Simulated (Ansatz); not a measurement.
Worked example: self-consistent single point of a (100) slab of HfN (cut from a parent of space group no. 225; 8 atoms in the cell) in Ansatz (a first-principles code).

Level of theory: PBEsol, PAW files made with PBE (plane waves; Ansatz).

```
HfN
1.0
    3.18014     0.00000     0.00000
   -3.18014     3.18014     0.00000
    0.00000     0.00000    20.74601
Hf N
4 4
Direct
  0.00000   0.00000   0.44581
  0.00000   0.50000   0.33741
  0.00000   0.00000   0.66259
  0.00000   0.50000   0.55420
  0.00000   0.00000   0.33741
  0.00000   0.50000   0.44581
  0.00000   0.00000   0.55420
  0.00000   0.50000   0.66259
```

Reference input (self-consistent single point, DFT, PBEsol, plane waves, PAW files made with PBE): basis.ecutwfc = 30.9 Ry; kpoints.mp_grid.grid = 13 13 1; hamiltonian.xc = pbesol; hamiltonian.pseudopotentials = {kind: paw} (the program's default PAW files); scf.occupations.method = fermi_dirac; scf.occupations.width = 0.0073 Ry. This run's input differs from it in these lines:

Ansatz 0.2 input:
```diff
@@ -15,3 +15,3 @@
 basis:
-  ecutwfc: 30.9 Ry
+  ecutwfc: 61.7 Ry
 kpoints:
```

The program printed (abridged):

```
SCF iter   1: F=—  HF=-63931.383369 eV  |F-HF|=—  |Δ(HF+E_count)|=         —  Δρ=1.02e-1  dr2=4.12e1  ethr=3.10e-3  ⟨swp⟩=6.6  Hψ=8451  notcnv=0  defer=17
all-band conjugate gradients solve this SCF's bands
preconditioner: auto → LDOS
SCF iter   2: F=—  HF=-63933.292398 eV  |F-HF|=—  |Δ(HF+E_count)|=    1.91e0  Δρ=1.31e-1  dr2=1.18e2  ethr=3.10e-3  ⟨swp⟩=10.0  Hψ=9354  notcnv=0  defer=70  recentre
   [... lines left out ...]
SCF iter  11: F=—  HF=-63921.705383 eV  |F-HF|=—  |Δ(HF+E_count)|=   1.17e-5  Δρ=1.67e-5  dr2=3.19e-6  ethr=9.94e-9  ⟨swp⟩=3.0  Hψ=3812  notcnv=0  defer=49
SCF iter  12: F=—  HF=-63921.705386 eV  |F-HF|=—  |Δ(HF+E_count)|=   2.46e-6  Δρ=1.04e-5  dr2=6.30e-7  ethr=2.57e-9  ⟨swp⟩=2.4  Hψ=3375  notcnv=0  defer=49
SCF iter  13: F=—  HF=-63921.705386 eV  |F-HF|=—  |Δ(HF+E_count)|=   2.61e-7  Δρ=2.81e-6  dr2=1.17e-7  ethr=5.08e-10  ⟨swp⟩=2.5  Hψ=3365  notcnv=0  defer=49
SCF iter  14: F=-63921.705386 eV  HF=-63921.705386 eV  |F-HF|=1.25e-9  |Δ(HF+E_count)|=   1.25e-7  Δρ=1.10e-6  dr2=1.16e-8  ethr=8.06e-11  ⟨swp⟩=16.7  Hψ=11344  notcnv=0
SCF 1 converged in 14 iterations: F = -63921.705386 eV  dr2 = 1.16e-8
Free energy (F): -63921.705386 eV
Internal energy: -63921.591415 eV  (E = F + TS)
E sigma→0 (E₀):  -63921.648401 eV
Entropy (-TS):   -0.113971 eV (-14.246 meV/atom)
Fermi energy:    8.115330 eV
--- Forces (eV/Å), atoms counted from 1 ---
  atom   1  Hf     0.00000000     0.00000000    -0.00450778
  atom   2  Hf     0.00000000     0.00000000     1.44524760
  atom   3  Hf     0.00000000     0.00000000    -1.44524760
  atom   4  Hf     0.00000000     0.00000000     0.00450778
  atom   5  N      0.00000000     0.00000000    -0.86246462
  atom   6  N      0.00000000    -0.00000000    -0.88340935
  atom   7  N      0.00000000    -0.00000000     0.88340935
  atom   8  N      0.00000000     0.00000000     0.86246462
--- Stress (GPa, compression-positive) ---
       -4.545363       0.000000       0.000000
        0.000000      -4.545363       0.000000
        0.000000       0.000000      -1.479884
  P = ⅓ Tr σ = -3.5235 GPa (-35.235 kbar)
  The stress holds the Pulay correction. Without it, at fixed plane waves, as pw.x and ABINIT print it: P = -3.5361 GPa
```

The run converged in 14 iterations. Against the reference run the free energy drops by 2.9 meV/atom and the largest force hardly changes (1.443 to 1.445 eV/Å).

The starting cell has typed, rounded lattice constants, without a prior relaxation at this level. The slab is cut from that crystal, and its faces are unrelaxed. Its lattice was rescaled by up to half a per cent. Spin-orbit coupling is off. Spin polarisation is off, though cut faces can carry moments; the slab shows no gap. Forces in this geometry exceed 1 eV/Å.

Cost on one core of a shared machine: roughly 60 s.
